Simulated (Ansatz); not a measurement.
Input:

End structure of a constructed model of the (0001) surface of hcp Mg, a layer of Sc in place of the second plane (bottom of the slab: a bare face, its two planes held):

```
CELL_PARAMETERS angstrom
      3.19902     0.00000     0.00000
     -1.59951     2.77043     0.00000
      0.00000     0.00000    29.50000
ATOMIC_POSITIONS crystal
  Mg 0.66667 0.33333 0.27465
  Mg 0.33333 0.66667 0.36243
  Mg 0.66667 0.33333 0.45157
  Mg 0.33333 0.66667 0.54035
  Sc 0.66667 0.33333 0.62993
  Mg 0.33333 0.66667 0.71893
```

Model: 6-atom slab, 13.3 Å thick at the start, 13x13x1 mesh, Fermi-Dirac 0.1 eV, dipole correction, 2 atoms held, the rest relaxed; start symmetry kept, larger cells not searched; no spin, no spin-orbit, no U. It is one candidate, not shown to be the stable structure of the face.

### Question
Predict the work function of the top face from PBE run with Ansatz (a quantum-chemistry and plane-wave program).

### Answer
3.67 eV
